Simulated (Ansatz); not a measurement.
The structure below was relaxed with r2SCAN+rVV10 in Ansatz (plane waves to 500 eV, PAW, scalar-relativistic without spin-orbit coupling), at pressure 15 GPa.

```
CELL_PARAMETERS angstrom
      3.66270     0.00000     0.00000
     -1.83135     3.17199     0.00000
      0.00000     0.00000     5.40498
ATOMIC_POSITIONS crystal
  Sn 0.00000 0.00000 0.00000
  Se 0.33333 0.66667 0.28959
  Se 0.66667 0.33333 0.71041
```

Question: Find the space group and the Wyckoff positions.

Answer: Space group P-3m1 (No. 164); a = b = 3.6627 Å, c = 5.4050 Å, α = β = 90.00°, γ = 120.00°

```json
[
 {"atom": "Sn", "site": "1a", "symmetry": "-3m.", "x": "0.0000", "y": "0.0000", "z": "0.0000"},
 {"atom": "Se", "site": "2d", "symmetry": "3m.", "x": "0.3333", "y": "0.6667", "z": "0.2896"}
]
```

Question: Describe the coordination.

Answer: The crystal has 3 atoms in its conventional cell. Lattice parameters: a = b = 3.663 Å, c = 5.405 Å, α = β = 90.00°, γ = 120.00°. Sn sees 6 Se at 2.631 Å (octahedral). Se sees 3 Sn at 2.631 Å (trigonal pyramidal). (Neighbours: up to the widest gap in distance over summed covalent radii, below 1.35, at either atom; cation-cation and far metal-metal contacts left out.)

A case with no gap was solved on a k-mesh chosen for an insulator, which is coarse for it. Load acts through the strain it causes; cell and atoms are relaxed under it. Stability against distortions was not tested. Competing high-pressure phases were not computed. All final runs are without spin polarisation. The cell was made from SnSe₂ in the CdI2 type structure (space group P-3m1, No. 164; layered, stacked along the Cartesian z axis) by this change: pressure 15 GPa.

Ansatz is a quantum-chemistry and plane-wave program.
